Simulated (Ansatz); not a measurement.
The parent structure is YN in the rock salt structure (space group Fm-3m, No. 225; a = 4.856 Å). Axes: x, y, z lie along the cube axes.

Computed with PBEsol, PAW, 420 eV (Ansatz, an electronic-structure program; without spin-orbit coupling).

Before the change:

The pressure is 0.0 GPa, the band gap comes out as 0.08 eV and the shortest interatomic distance is 2.428 Å.

The change: the cell is compressed by 3.00 % along z with no lateral relaxation, atoms relaxed at fixed cell.

What does the calculation give for the pressure, energy relative to the base, band gap and shortest interatomic distance after the change?

The pressure (mean of the normal stresses, compression positive) goes from zero to 5.9 GPa; the energy grows by 16 meV/atom; the band gap changes from 0.08 eV to zero; the shortest interatomic distance decreases by 0.073 Å to 2.355 Å.

The mesh was chosen for an insulator and is coarse for the gapless case. The cells carry an imposed strain or load. Whether these cells are dynamically stable was not tested. The final runs are not spin-polarised. A zero or small gap of YN can be the functional's error rather than a property of the material.
